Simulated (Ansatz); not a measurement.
Consider Mo in the bcc (W type) structure (space group Im-3m, No. 229; a = 3.161 Å; relaxed with 0.1 eV smearing).

All numbers come from PBE in Ansatz (plane waves to 420 eV, PAW, no SOC), earlier PAW set.

For the base:

Pressure: 0.0 GPa

The change: the cell is scaled by 0.9471 in all directions, atoms relaxed at fixed cell.

Task: What does the calculation give for the pressure and energy relative to the base after the change?

Result: The pressure goes from zero to 59.1 GPa; the energy goes up by 0.382 eV/atom.

The cells carry an imposed strain or load. Whether these cells are dynamically stable was not tested. All final runs are without spin polarisation.

Ansatz is a program for electronic structure.
